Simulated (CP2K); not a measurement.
Input and output of a self-consistent single point for TePdSe (P3m1, 3 atoms in the cell) (CP2K).

Method: PBEsol, GPW, DZVP-MOLOPT-SR-GTH basis, GTH-PBE potentials (GTH_POTENTIALS) run with CP2K.

The change in words: lattice scaled by 0.98. Reference geometry:
```xyz
3
Lattice="3.9274 0.0000 0.0000 -1.9637 3.4013 0.0000 0.0000 0.0000 5.0289" Properties=species:S:1:pos:R:3 pbc="T T T"
Te     0.0000     0.0000     3.6739
Pd     0.0000     2.2675     0.0448
Se     1.9637     1.1338     1.3102
```

Reference input (self-consistent single point, DFT PBEsol, GPW, DZVP-MOLOPT-SR-GTH basis, GTH-PBE potentials (GTH_POTENTIALS)): CUTOFF = 500 Ry; REL_CUTOFF = 60 Ry; SMEAR/METHOD = GAUSSIAN; SIGMA = 0.1 eV; KPOINTS/SCHEME = MONKHORST-PACK 10 10 7; GAMMA_CENTERED = T; XC_FUNCTIONAL = PBE:PBESOL; Te/BASIS_SET = DZVP-MOLOPT-SR-GTH; Te/POTENTIAL = GTH-PBE-q6; Pd/BASIS_SET = DZVP-MOLOPT-SR-GTH; Pd/POTENTIAL = GTH-PBE-q18; Se/BASIS_SET = DZVP-MOLOPT-SR-GTH. This run's input differs from it in these lines:

```diff
@@ -67,4 +67,4 @@
     &CELL
-      ABC 3.92744000 3.92744016 5.02889000
-      ALPHA_BETA_GAMMA 90.00000000 90.00000000 119.99999863
+      ABC 3.84889100 3.84889178 4.92831200
+      ALPHA_BETA_GAMMA 90.00000000 90.00000000 120.00000185
       PERIODIC XYZ
```

Log, with long lists cut:

```
 SCF WAVEFUNCTION OPTIMIZATION

  Step     Update method      Time    Convergence         Total energy    Change
     1 NoMix/Diag. 0.20E+00      -     0.77731793      -145.1579912092 -1.45E+02
     2 Broy./Diag. 0.20E+00      -     0.33727780      -150.0585481762 -4.90E+00
     3 Broy./Diag. 0.20E+00      -     0.14708703      -146.3943837312  3.66E+00
     4 Broy./Diag. 0.20E+00      -     0.03492938      -144.7938971465  1.60E+00
     5 Broy./Diag. 0.20E+00      -     0.02425736      -144.5841423008  2.10E-01
     6 Broy./Diag. 0.20E+00      -     0.01119098      -144.7312105938 -1.47E-01
   [... 6 lines left out ...]
    13 Broy./Diag. 0.20E+00      -     0.00001144      -144.7007822149 -8.04E-05
    14 Broy./Diag. 0.20E+00      -     0.00000413      -144.7008767111 -9.45E-05
    15 Broy./Diag. 0.20E+00      -     0.00000237      -144.7009032319 -2.65E-05
    16 Broy./Diag. 0.20E+00      -     0.00000014      -144.7009161543 -1.29E-05
  *** SCF run converged in    16 steps ***

  Overlap energy of the core charge distribution:               0.00000000019645
  Self energy of the core charge distribution:               -260.49784960932720
  Core Hamiltonian energy:                                     60.78263274462866
  Hartree energy:                                              71.39521170771113
  Exchange-correlation energy:                                -16.38062173882717
  Smearing free energy correction:                             -0.00028925878257
  Fermi energy:                                                 0.31942363494064

  Total energy:                                              -144.70091615431525
  Total energy (extrapolated to sigma->0):                   -144.70077152492397

   [... lines left out ...]

 STRESS| Analytical stress tensor [bar]
 STRESS|                        x                   y                   z
 STRESS|      x        7.46466177302E+04   2.24563912157E-01  -2.23243721791E-01
 STRESS|      y        2.24563912157E-01   7.46465268171E+04   2.18437184065E-02
 STRESS|      z       -2.23243721791E-01   2.18437184065E-02   5.43572722847E+04
 STRESS| 1/3 Trace                                             6.78834722773E+04
```

The run converged in 16 iterations. Against the reference run the free energy rises by 25.3 meV/atom, the pressure goes from -0.23 to 6.79 GPa and the largest force goes from 0.358 to 0.966 eV/Å.

The starting cell comes from a database of computed structures (which also holds hypothetical and non-ambient phases and stackings), without a prior relaxation at this level. For this run, on top of that: lattice scaled by 0.98. Spin polarisation is off. Values carry the incompleteness of an atom-centred basis. The potentials were made for another functional than the one used. With a pressure of about 7 GPa the cell is away from its equilibrium volume at this level.

Cost on one core of a shared machine: roughly 80 s.
